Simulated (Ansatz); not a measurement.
Here is the system:

```
CELL_PARAMETERS angstrom
      0.00000     3.09410     3.09410
      3.09410     0.00000     3.09410
      3.09410     3.09410     0.00000
ATOMIC_POSITIONS crystal
  Te 0.50000 0.50000 0.50000
  Pb 0.00000 0.00000 0.00000
```

No spin polarisation.

Calculations: LDA/PAW in Ansatz (a quantum-chemistry and plane-wave program), no spin-orbit coupling. Γ-centred 9×9×9 mesh, Fermi–Dirac width 0.05 eV.

Q: What is the computed hole mass?

A: 0.20 mₑ along k, 0.042 mₑ across (at L).

Q: What is the computed pressure?

A: 5.48 GPa.

Q: What is the computed gap character?

A: Direct at L.

Spin-orbit coupling, missing from the scalar runs, can matter with Pb and Te. The cells carry an imposed strain or load. Masses are band curvatures over ±0.01 Å⁻¹ around the edge. Along k means along the line from Γ to the band edge. No phonon test of stability was made. The cell was made from PbTe in the rock salt structure (space group Fm-3m, No. 225) by this change: isotropic strain −3.00 %.
